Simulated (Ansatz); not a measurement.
**Pressure series in BaTiO3**

The reference is BaTiO$_{3}$ in the cubic perovskite structure (space group Pm-3m, No. 221; a = 4.0195 Å).

Cell and atoms are relaxed at each pressure.

All numbers come from Kohn–Sham DFT with the PBE functional, run in Ansatz (an electronic-structure program) with PAW and 420 eV plane waves, scalar-relativistic without spin-orbit coupling, earlier PAW set.

| P (GPa) | V (Å³/atom) |
|---|---|
| -2.00 | 13.153 |
| -1.00 | 13.069 |
| 0.90 | 12.917 |
| 2.10 | 12.826 |
| 4.50 | 12.654 |
| 9.00 | 12.361 |
| 15.00 | 12.021 |
| 22.50 | 11.654 |
| 30.00 | 11.338 |

A third-order Birch–Murnaghan fit to these points gives V₀ = 12.99 Å³/atom, B₀ = 163 GPa and B₀′ = 4.4. At pressure 30 GPa the volume is 87.3 % of V₀.

Measured bulk modulus of BaTiO3: 162 GPa (temperature not stated; as listed in Yu-ichiro Matsushita, Kazuma Nakamura, Atsushi Oshiyama, Physical Review B (2011)); the computed value is for a static lattice, so the two differ by thermal effects too.

Between the base and pressure 15 GPa the gap moves from 1.79 eV to 1.95 eV, a mean slope of 11 meV/GPa.

Load acts through the strain it causes; cell and atoms are relaxed under it. No phonon test of stability was made. No other phases were tried under pressure. All final runs are without spin polarisation. Many cubic perovskites are stable only at high temperature; tilts and polar distortions were not tested. This is not the structure that BaTiO3 has at room temperature and ambient pressure.
